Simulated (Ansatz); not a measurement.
InP (I-4m2), r2SCAN with spin-orbit coupling, rigid bands in Ansatz (a first-principles code): Condition of this run: uniaxial stress along [001] of -5 GPa (compression positive) (the target of the relaxation). band gap 0.72 eV, N_c = 4.78e17 cm⁻³ and N_v = 1.20e19 cm⁻³ at 300 K, conductivity masses along z (a = (0.00, 2.87, 3.16) Å; b = (2.87, 0.00, 3.16) Å; c = (2.87, 2.87, 0.00) Å) of 0.0884 mₑ (electrons) and 0.490 mₑ (holes). Take k_BT = 0.02585 eV.

Question: A film of it is 8 nm thick, with its normal along the direction named. Estimate the confinement energies in an infinite well.

Answer: ħ²π²/(2m t²) = 0.376 eV·nm²/(m/mₑ × t²) gives 66.5 meV for electrons and 12.0 meV for holes, so the gap would widen to about 0.80 eV. Finite barriers and nonparabolic bands lower this, and with several valleys or bands the heaviest mass along the normal sets the lowest level, not this average.

Question: What built-in voltage has an abrupt junction with N_A = 1e16 and N_D = 1e17 cm⁻³, all dopants ionised?

Answer: V_bi = E_g/e − (k_BT/e) ln(N_c N_v/(N_A N_D)) = 0.72 − 0.02585 × 8.65 = 0.50 V. It follows the computed gap one for one.

Question: What thermal injection velocity √(2k_BT/πm) limits a ballistic channel along the direction named?

Answer: 1.81e7 cm/s for electrons and 7.69e6 cm/s for holes, a ratio of √(m_h/m_e) = 2.35, for dilute carriers.

Rigid, parabolic bands with the computed gap; masses take one relaxation time for all states. Geometry: cell and atoms relaxed with PBEsol.
